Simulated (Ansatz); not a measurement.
GaP (P6₃mc, No. 186, 4 atoms in the cell; start mp-8882; a measured phase of this formula has another space group) was calculated with r²SCAN in Ansatz (PAW).

Settings: plane-wave cutoff 600 eV, 12×12×6 k mesh (along the axes of the cell as run), scalar-relativistic PAW data made under PBE.

Computed at the level's own relaxed cell.

Elastic tensor (GPa, Voigt notation, ions relaxed):

```
  170.9    53.8    34.4     0.0     0.0     0.0
   53.8   170.9    34.4     0.0     0.0     0.0
   34.4    34.4   199.9     0.0     0.0     0.0
    0.0     0.0     0.0    46.9     0.0     0.0
    0.0     0.0     0.0     0.0    46.9     0.0
    0.0     0.0     0.0     0.0     0.0    58.6
```

### Question
Work out the Voigt, Reuss and Hill averages of the bulk and shear moduli, Young's modulus and Poisson's ratio from the printed constants.

### Answer
K_V = [C11 + C22 + C33 + 2(C12 + C13 + C23)]/9 = [541.7 + 2 × 122.6]/9 = 87.4 GPa. G_V = [541.7 − 122.6 + 3 × 152.4]/15 = 58.4 GPa. From the compliances S = C⁻¹, K_R = 87.4 and G_R = 56.1 GPa. Hill means: K = 87.4, G = 57.2 GPa. E = 9KG/(3K + G) = 141 GPa, ν = (3K − 2G)/(6K + 2G) = 0.23, K/G = 1.53.

Note: the relaxation could not lower the start's symmetry, so the cell can be a saddle point above a distorted one.

Computed values are for the static lattice.

A start named mp-… is a Materials Project structure, which need not be a measured phase.

Ansatz is a first-principles code.
